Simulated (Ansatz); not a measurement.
The starting structures come from a database of crystals and need not be the phases stable at ambient conditions.

Tunnelling through a barrier is set by its complex band structure: the current falls as exp(−2κd) with the smallest κ.

```xyz
14
Lattice="5.2404 0.0000 0.0000 -1.5822 7.7917 0.0000 1.8291 3.8959 2.9897" Properties=species:S:1:pos:R:3 pbc="T T T"
B      1.0548    10.2535     2.9897
B      6.2614     5.3299     2.9897
B      2.8740     8.1759     1.3953
B      2.6132     3.5116     1.5943
B      1.0449     4.2801     1.5943
B      4.4422     7.4075     1.3953
B      3.7290    11.5877     2.9897
B      3.5872     3.9957     2.9897
B      4.7992    10.3654     2.0517
B      0.6879     1.3222     0.9380
B      2.9702     6.4695     0.9380
B      2.5170     5.2180     2.0517
P      1.8810     8.5299     2.9897
P      5.4352     7.0535     2.9897
```

Space group of this cell: R-3m. The cell is taken as given.

Transport runs along the normal of the first two printed cell vectors, the (110) plane of the conventional cell.

The gap is the functional's own. No spin-orbit coupling. Mid-gap values are interpolated on the energy grid.

Problem. State the band gap and the smallest decay constant κ at mid-gap according to r2SCAN in Ansatz (a first-principles code).

Solution. Gap 2.67 eV on a 10×10×10 mesh; κ = 0.291 1/Å, at (0.500, 0.500) of the in-plane reciprocal vectors. At the zone centre, at the nearest computed energy, the slowest state has κ = 0.32 1/Å.
